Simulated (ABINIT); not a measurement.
Worked example: self-consistent single point of Sr2Al3Ge (P-6m2, 6 atoms in the cell) in ABINIT.

Method of the run: PBEsol, PAW (JTH v2.0 PBE PAW, files made for PBE) (plane waves; ABINIT 10.0.3).

```
Sr2Al3Ge
1.0
    4.41988     0.00000     0.00000
   -2.20994     3.82773     0.00000
    0.00000     0.00000     9.62849
Sr Al Ge
2 3 1
Direct
  0.33333   0.66667   0.25167
  0.33333   0.66667   0.74833
  0.66667   0.33333   0.50000
  0.00000   0.00000   0.00000
  0.00000   0.00000   0.50000
  0.66667   0.33333   0.00000
```

Reference input (self-consistent single point, DFT, PBEsol, plane waves, norm-conserving pseudopotentials (PseudoDojo nc-sr-04 PBEsol standard)): pseudos = [Sr.upf, Al.upf, Ge.upf]; ecut = 39 Ha; occopt = 6; tsmear = 0.00734986 Ha; ngkpt = 5 5 2; nshiftk = 1; shiftk = 0 0 0; potentials = PseudoDojo nc-sr-04 PBEsol standard; nband = 29; kptopt = 1; nstep = 100; toldfe = 1e-09 Ha. This run's input differs from it in these lines:

```diff
@@ -1,4 +1,4 @@
-# Sr2Al3Ge, PseudoDojo nc-sr-04 PBEsol standard
+# Sr2Al3Ge, JTH v2.0 PBE PAW
 pp_dirpath "./"
-pseudos "Sr.upf, Al.upf, Ge.upf"
+pseudos "Sr.GGA_PBE-JTH.xml, Al.GGA_PBE-JTH.xml, Ge.GGA_PBE-JTH.xml"
 acell 3*1.0 Angstrom
@@ -19,3 +19,6 @@
          0.6666666667    0.3333333333    0.0000000000
-ecut 39
+ecut 21
+pawecutdg 42
+pawxcdev 0
+ixc -116133
 occopt 6
```

Its files differ too (potentials: PseudoDojo nc-sr-04 PBEsol standard → JTH v2.0 PBE PAW).

The program printed (abridged):

```
--- !BeginCycle
solver: {iscf: 17, nstep: 100, nline: 4, wfoptalg: 10, }
tolerances: {toldfe: 1.00E-09, }
...

     iter   Etot(hartree)      deltaE(h)  residm     nres2
 ETOT  1  -163.77723323766    -1.638E+02 3.732E-01 4.865E+00
 ETOT  2  -163.99908004121    -2.218E-01 2.015E-02 8.883E-01
 ETOT  3  -163.99393722436     5.143E-03 1.089E-02 1.958E-01
 ETOT  4  -163.99278823537     1.149E-03 1.166E-02 1.602E-02
 ETOT  5  -163.99274118359     4.705E-05 6.175E-03 2.776E-03
   [... 3 lines left out ...]
 ETOT  9  -163.99273541254     1.248E-08 2.073E-04 3.876E-07
 ETOT 10  -163.99273541070     1.843E-09 2.311E-04 1.037E-08
 ETOT 11  -163.99273541073    -2.990E-11 2.139E-04 7.987E-10
 ETOT 12  -163.99273541073    -9.379E-13 2.690E-04 6.175E-11
 At SCF step   12, etot is converged :
  for the second time, diff in etot=  9.379E-13 < toldfe=  1.000E-09

 Cartesian components of stress tensor (hartree/bohr^3)
  sigma(1 1)=  4.94029233E-05  sigma(3 2)=  0.00000000E+00
  sigma(2 2)=  4.94029233E-05  sigma(3 1)=  0.00000000E+00
  sigma(3 3)=  5.95728072E-05  sigma(2 1)= -1.18923189E-15

 ----iterations are completed or convergence reached----

 reduced coordinates (array xred) for    6 atoms
       0.333333333367      0.666666666633      0.251670000000
       0.333333333367      0.666666666633      0.748330000000
       0.666666666700      0.333333333300      0.500000000000
       0.000000000033     -0.000000000033      0.000000000000
       0.000000000033     -0.000000000033      0.500000000000
       0.666666666700      0.333333333300      0.000000000000
   [... lines left out ...]
 Fermi (or HOMO) energy (hartree) =   0.19677   Average Vxc (hartree)=  -0.32872
   [... lines left out ...]
'-kT*entropy'       : -3.13527410996283E-04
total_energy        : -1.63992735037871E+02
total_energy_eV     : -4.46246926336679E+03
...

-Cartesian components of stress tensor (GPa)         [Pressure= -1.5532E+00 GPa]
- sigma(1 1)=  1.45348394E+00  sigma(3 2)=  0.00000000E+00
- sigma(2 2)=  1.45348394E+00  sigma(3 1)=  0.00000000E+00
- sigma(3 3)=  1.75269220E+00  sigma(2 1)= -3.49884042E-11

 Calculation completed.
```

The run converged in 12 iterations. Against the reference run the pressure moves little (-1.49 to -1.55 GPa) and the largest force goes from 0.010 to 0.014 eV/Å.

The starting cell comes from a database of computed structures (which also holds hypothetical and non-ambient phases and stackings), without a prior relaxation at this level. The potentials were made for another functional than the one used.

Cost on one core of a shared machine: roughly 90 s.
